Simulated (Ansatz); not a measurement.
Where the default PAW files enter, the runs use the earlier of Ansatz's two default sets.

Crystal: WSe2 (P6_3/mmc, 6 atoms a cell, 19.8 Å³ an atom, 2 GPa at this level); both levels run on this one cell.

Complex bands along the normal of (001) by Ansatz (plane waves, PAW, no spin-orbit coupling). r2SCAN gives a gap of 1.02 eV and a slowest mid-gap decay of 0.198 1/Å.

Question: What does PBE give on the same cell, and what does that do to the current through 2 nm?

Answer: Gap 0.90 eV, κ = 0.186 1/Å. The mid-gap transmission through 2 nm changes by exp(2 × 20 × (0.198 − 0.186)) = a factor of 1.6 against r2SCAN.

Ansatz is a first-principles code.
